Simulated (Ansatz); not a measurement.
Abridged Ansatz (a program for electronic structure) output:

```
Pseudopotential: Tl, paw, valence charge 13
Pseudopotential: Si, paw, valence charge 4
Pseudopotential: Hg, paw, valence charge 20
Pseudopotential: Se, paw, valence charge 16
Crystal: 8 atoms, lattice volume = 209.499 Å³
Basis set: ecut = 420 eV, 4095 PW (Γ), exchange–correlation on 90×90×90 points (8 copies of the dense FFT grid, shifted against one another)
Bands: 69, of which v1, the nominal top of the filled ones, is band 57 counted from 1 (56 counted from 0)
Symmetry: 8 space group operations
k-points: 13 of 64 (time reversal used)
Functional: x = pbe(κ = 0.804, μ = 0.2195149727645171), c = pbe(β = 0.06672455060314922), warm-up for x = pbe(κ = 0.804, μ = 0.2195149727645171) + 0.25 (exact …
SCF iter   1: F=—  HF=-59216.893894 eV  |F-HF|=—  |Δ(HF+E_count)|=         —  Δρ=1.84e-3  dr2=5.97e-3  ethr=1.77e-3  ⟨swp⟩=7.2  Hψ=3540  notcnv=0
SCF iter   2: F=—  HF=-59216.893760 eV  |F-HF|=—  |Δ(HF+E_count)|=   1.34e-4  Δρ=5.89e-4  dr2=4.64e-4  ethr=4.06e-7  ⟨swp⟩=3.6  Hψ=4380  notcnv=0
SCF 1 stopped early in 4 iterations: F = -59216.894112 eV  dr2 = 9.11e-6
Crystal: 8 atoms, lattice volume = 209.499 Å³
Functional: x = pbe(κ = 0.804, μ = 0.2195149727645171) + 0.25 (exact − pbe) at short range (hse, ω = 0.20786987370883472 Å⁻¹), c = pbe(β = 0.06672455060314922); HSE06 as pw.x's `hse` composes it (authors' and Libxc's form: `xc: wpbeh`)
SCF iter   1: F=—  HF=-59233.858588 eV  |F-HF|=—  |Δ(HF+E_count)|=         —  Δρ=5.64e-3  dr2=6.46e-2  ethr=7.99e-8  ⟨swp⟩=12.4  Hψ=5041  notcnv=0
SCF iter   2: F=—  HF=-59233.822905 eV  |F-HF|=—  |Δ(HF+E_count)|=   3.57e-2  Δρ=2.45e-3  dr2=1.37e-2  ethr=7.99e-8  ⟨swp⟩=5.2  Hψ=3750  notcnv=0
SCF 2 stopped early in 7 iterations: F = -59233.848653 eV  dr2 = 2.72e-6
Crystal: 8 atoms, lattice volume = 209.499 Å³
SCF iter   1: F=—  HF=-59233.849059 eV  |F-HF|=—  |Δ(HF+E_count)|=         —  Δρ=5.56e-5  dr2=3.51e-6  ethr=8.95e-7  ⟨swp⟩=5.7  Hψ=1958  notcnv=0
SCF iter   2: F=—  HF=-59233.849061 eV  |F-HF|=—  |Δ(HF+E_count)|=   1.56e-6  Δρ=2.71e-5  dr2=7.38e-7  ethr=2.92e-9  ⟨swp⟩=4.0  Hψ=2705  notcnv=0
SCF 3 converged in 4 iterations: F = -59233.849062 eV  dr2 = 5.93e-8
Free energy (F): -59233.849062 eV
Internal energy: -59233.849062 eV  (E = F + TS)
E sigma→0 (E₀):  -59233.849062 eV
Fermi energy:    8.571431 eV
```

**Question.** What was computed, and what are the main results?

**Answer.** Tl2HgSiSe4, 8 atoms in the cell, with HSE06, PAW, 420 eV (Ansatz; no SOC). The last SCF converged to F = -59233.849062 eV, or -7404.2311 eV per atom. The total energy compares only with runs of the same code, potentials and settings.

Single points use the geometry relaxed with PBEsol. HSE06 was sampled on its mesh, a few special points and the semilocal edge points, so its gap is an upper bound. With Hg and Tl present, leaving out spin-orbit coupling can change the band edges. Whether these cells are dynamically stable was not tested. The cell is Tl2HgSiSe4 (space group I-42m, No. 121; a cell from a computed database, its experimental status unchecked).
